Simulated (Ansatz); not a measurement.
Base system: Sr in the fcc (Cu type) structure (space group Fm-3m, No. 225).

```yaml
crystal:
  lattice:
    - [0.00000, 3.04995, 3.04995]
    - [3.04995, 0.00000, 3.04995]
    - [3.04995, 3.04995, 0.00000]
  atoms:
    - { symbol: Sr, position: [0.00000, 0.00000, 0.00000] }
```

Level of theory: plane-wave PAW DFT at the r2SCAN level (Ansatz, a program for electronic structure, 500 eV), no SOC.

Base values:

```
Item       Result
--------  -------
Pressure  0.0 GPa
```

One thing is altered: an isotropic linear strain of −4.65 %; the atoms relax in the strained cell.

Q: How does this affect the energy relative to the base?

A: The energy increases by 44 meV/atom.

Q: Predict the new pressure.

A: The pressure goes from zero to 2.0 GPa.

Whether these cells are dynamically stable was not tested. Gaps under 0.05 eV, about the width of the smearing, are given as zero.
